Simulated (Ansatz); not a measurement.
Input and output of a self-consistent single point for CdPd (P4mm, 2 atoms in the cell) (Ansatz, a quantum-chemistry and plane-wave program).

Computed with LDA (PW92), harder PAW files (source: ansatz) made with PBE (plane waves; Ansatz).

```
CELL_PARAMETERS angstrom
      3.02815     0.00000     0.00000
      0.00000     3.02815     0.00000
      0.00000     0.00000     3.68241
ATOMIC_POSITIONS crystal
  Cd 0.00000 0.00000 0.01358
  Pd 0.50000 0.50000 0.50000
```

Reference input (self-consistent single point, DFT, LDA (PW92), plane waves, default PAW files made with PBE): basis.ecutwfc = 30.9 Ry; kpoints.mp_grid.grid = 11 11 9; hamiltonian.xc = lda; hamiltonian.pseudopotentials = {kind: paw} (the program's default PAW files); scf.occupations.method = fermi_dirac; scf.occupations.width = 0.0073 Ry. This run's input differs from it in these lines:

Ansatz 0.2 input:
```diff
@@ -14,3 +14,3 @@
   xc: lda
-  pseudopotentials: { kind: paw }
+  pseudopotentials: { kind: paw, source: ansatz }
 scf:
```

Output (repeated stretches shortened):

```
SCF iter   1: F=—  HF=-14970.362072 eV  |F-HF|=—  |Δ(HF+E_count)|=         —  Δρ=2.39e-1  dr2=2.68e1  ethr=3.10e-3  ⟨swp⟩=4.3  Hψ=8389  notcnv=0
all-band conjugate gradients solve this SCF's bands
preconditioner: auto → Kerker (q_TF=auto, 2.783 Å⁻¹)
SCF iter   2: F=—  HF=-14965.494891 eV  |F-HF|=—  |Δ(HF+E_count)|=    4.87e0  Δρ=4.78e-2  dr2=3.24e-1  ethr=3.10e-3  ⟨swp⟩=3.0  Hψ=5832  notcnv=0
   [... lines left out ...]
SCF iter   6: F=—  HF=-14965.515967 eV  |F-HF|=—  |Δ(HF+E_count)|=   9.54e-5  Δρ=4.92e-4  dr2=7.50e-5  ethr=1.12e-6  ⟨swp⟩=2.2  Hψ=4007  notcnv=0  defer=1
SCF iter   7: F=—  HF=-14965.515948 eV  |F-HF|=—  |Δ(HF+E_count)|=   1.89e-5  Δρ=9.21e-5  dr2=2.67e-6  ethr=1.97e-7  ⟨swp⟩=2.0  Hψ=3082  notcnv=0  defer=1
SCF iter   8: F=—  HF=-14965.515948 eV  |F-HF|=—  |Δ(HF+E_count)|=   6.11e-7  Δρ=1.91e-5  dr2=2.28e-7  ethr=7.03e-9  ⟨swp⟩=2.2  Hψ=3064  notcnv=0  defer=1
SCF iter   9: F=-14965.515948 eV  HF=-14965.515948 eV  |F-HF|=8.42e-9  |Δ(HF+E_count)|=   6.30e-8  Δρ=6.17e-6  dr2=1.48e-8  ethr=2.63e-10  ⟨swp⟩=4.1  Hψ=8139  notcnv=0
SCF 1 converged in 9 iterations: F = -14965.515948 eV  dr2 = 1.48e-8
Free energy (F): -14965.515948 eV
Internal energy: -14965.501164 eV  (E = F + TS)
E sigma→0 (E₀):  -14965.508556 eV
Entropy (-TS):   -0.014784 eV (-7.392 meV/atom)
Fermi energy:    17.347622 eV
--- Forces (eV/Å), atoms counted from 1 ---
  atom   1  Cd     0.00000000     0.00000000    -0.27339409
  atom   2  Pd    -0.00000000     0.00000000     0.27339030
--- Stress (GPa, compression-positive) ---
       -7.971105       0.000000       0.000000
        0.000000      -7.971105       0.000000
        0.000000       0.000000      -7.691653
  P = ⅓ Tr σ = -7.8780 GPa (-78.780 kbar)
  The stress holds the Pulay correction. Without it, at fixed plane waves, as pw.x and ABINIT print it: P = -26.3623 GPa
```

The run converged in 9 iterations. Against the reference run the pressure goes from -7.69 to -7.88 GPa and the largest force hardly changes (0.277 to 0.273 eV/Å).

The starting cell comes from a database of computed structures (which also holds hypothetical and non-ambient phases and stackings), without a prior relaxation at this level. Its lattice was rescaled by up to half a per cent. One atom was moved a little off its site on purpose. Spin polarisation is off. Ansatz's pressure includes its estimate of the finite-basis (Pulay) stress. Without the estimate this run gives -26.36 GPa. The cutoff lies below the one recommended for these files.
